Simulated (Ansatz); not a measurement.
Start from HfSiO4 (space group I4_1/amd, No. 141; a = 6.6454 Å, c = 6.0142 Å).

Calculations: DFT with PBE, PAW potentials and a 420 eV plane-wave cutoff in Ansatz (a program for electronic structure), no spin-orbit coupling.

Before the change:

| Item | Result |
|---|---|
| Pressure | 0.00 GPa |

It is then changed as follows: the cell is scaled by 1.0034 in all directions, atoms relaxed at fixed cell.

How does this affect the energy relative to the base?

The energy increases by 0.8 meV/atom.

How does this affect the pressure?

The pressure (mean of the normal stresses, compression positive) goes from zero to -2.15 GPa.

The cells carry an imposed strain or load. No phonon test of stability was made.
